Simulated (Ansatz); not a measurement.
# Response to strain in HfO2

The reference is HfO₂ in the fluorite structure (space group Fm-3m, No. 225; a = 5.059 Å). Axes: x, y, z lie along the cube axes.

Strains are applied to the cell and any free atomic positions relax.

Method: r2SCAN (Ansatz, an electronic-structure program, PAW, without spin-orbit coupling), earlier PAW set.

Candidates:
(a) tensor shear ε_yz = −3.62 %
(b) isotropic strain +2.45 %
(c) uniaxial strain ε_yy = +3.74 %
(d) isotropic strain −1.78 %

For the base:

| Item | Result |
|---|---|
| Band gap | 4.30 eV |

Q: Order them by band gap, highest first.

A: (d) isotropic strain −1.78 % (4.44 eV), (a) tensor shear ε_yz = −3.62 % (4.31 eV), (b) isotropic strain +2.45 % (4.10 eV), (c) uniaxial strain ε_yy = +3.74 % (3.93 eV)

With Hf present, leaving out spin-orbit coupling can change the band edges. Whether these cells are dynamically stable was not tested. This is not the structure that HfO2 has at room temperature and ambient pressure.
